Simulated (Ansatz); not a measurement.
## KMgF3: energy against volume

KMgF3 (cubic perovskite, Pm-3m, 13.327 Å³/atom and stress up to 0.01 GPa in the relaxed cell, cube axes along x, y and z) under an equal strain ε along all three axes. PBE in Ansatz, a plane-wave DFT program (PAW, default set), 420 eV, 8×8×8 Γ-centred mesh, Fermi-Dirac smearing 0.05 eV; ions are relaxed, or left where forces stay under 0.02 eV/Å, within the symmetry of each cell.

Here V stands for volume and E for E less E0.

| volume (Å³/atom) | E less E0 (meV/atom) | pressure (GPa) |
|---|---|---|
| 12.6199 | 8.64 | 4.08 |
| 12.8526 | 3.75 | 2.61 |
| 13.0882 | 0.92 | 1.25 |
| 13.3267 | 0.00 | 0.01 |
| 13.5680 | 0.88 | -1.14 |
| 13.8122 | 3.42 | -2.19 |
| 14.0593 | 7.55 | -3.15 |
| 14.5624 | ? | ? |

Taking the third-order Birch-Murnaghan form, a cubic in V^(-2/3) for E over the 7 complete rows: With u = V^(-2/3) - 0.178, the rows have u = 0.006486, 0.004252, 0.002058, -0.000096, -0.002212, -0.004290, -0.006331. Least squares gives E = 0.002 + 38.7·u + 196824·u² + 387980·u³. Residuals (row less fit): 0.001, -0.005, 0.001, 0.000, 0.005, -0.008, 0.002; standard error 0.006 (degrees of freedom: 3). Its minimum lies at u = -0.000098, so V0 = (0.177902)^(-3/2) = 13.33. There d²E/du² = 393400 and d³E/du³ = 2328000, so B0 = (4/9) × 13.33^(-7/3) × 393400 × 0.160218 = 66.5 GPa (the last factor turns the table's units into GPa), and B0' = 4 + (2/3) × 0.177902 × (2328000)/393400 = 4.7. B0' rests on the cubic coefficient alone and has a standard error of 0.1 from these residuals.

**Question.** Estimate the missing E (V = 14.5624); what did the run itself give?

**Answer.** u = -0.010308, so E = 0.002 + 38.7 × (-0.010308) + 196824 × (-0.010308)² + 387980 × (-0.010308)³ = 20.092 meV/atom. The calculation gives 20.12 meV/atom, 0.028 meV/atom above the prediction (0.1 % of the range of E in the table). The row lies outside the fitted rows, so this is an extrapolation. From the scatter of the fitted rows alone, a prediction at this place has a standard error of 0.038 meV/atom, so the miss is 0.7 times that.

The primitive cell can neither tilt nor turn polar against its symmetry, as such crystals can under strain. Other structures, which can take over under pressure, weren't tried. The same form fitted to the pressure column gives B0' = 4.4; series where the two differ by over 0.4 aren't shown. Rows are the converged runs of the series near zero and its far end, less any whose ions stayed unrelaxed beside relaxed ones; series whose fitted rows scatter by over a few per cent of the range, as at a crossing or softening among them, aren't shown in this form.
